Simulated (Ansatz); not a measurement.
**A computed series for RbBr: response to strain**

Take RbBr in the rock salt structure (space group Fm-3m, No. 225) as the base.

```
CELL_PARAMETERS angstrom
      0.00000     3.42164     3.42164
      3.42164     0.00000     3.42164
      3.42164     3.42164     0.00000
ATOMIC_POSITIONS crystal
  Rb 0.00000 0.00000 0.00000
  Br 0.50000 0.50000 0.50000
```

Cartesian axes are those of the cell as printed.

Strains are applied to the cell and any free atomic positions relax; under biaxial strain the out-of-plane vector relaxes too.

All numbers come from PBEsol in Ansatz (plane waves to 420 eV, PAW, scalar-relativistic without spin-orbit coupling).

Candidates:
(a) biaxial strain −2.50 %, plane normal [001], relaxed out of plane
(b) biaxial strain −1.50 %, plane normal [001], relaxed out of plane
(c) biaxial strain −1.00 %, plane normal [001], relaxed out of plane
(d) biaxial strain −3.00 %, plane normal [001], relaxed out of plane
(e) biaxial strain +2.00 %, plane normal [001], relaxed out of plane

Problem. Order them by out-of-plane strain, lowest first.

Solution. (e) biaxial strain +2.00 %, plane normal [001], relaxed out of plane (-0.48 %), (c) biaxial strain −1.00 %, plane normal [001], relaxed out of plane (+0.27 %), (b) biaxial strain −1.50 %, plane normal [001], relaxed out of plane (+0.40 %), (a) biaxial strain −2.50 %, plane normal [001], relaxed out of plane (+0.64 %), (d) biaxial strain −3.00 %, plane normal [001], relaxed out of plane (+0.77 %)

Whether these cells are dynamically stable was not tested.

Ansatz is an electronic-structure program.
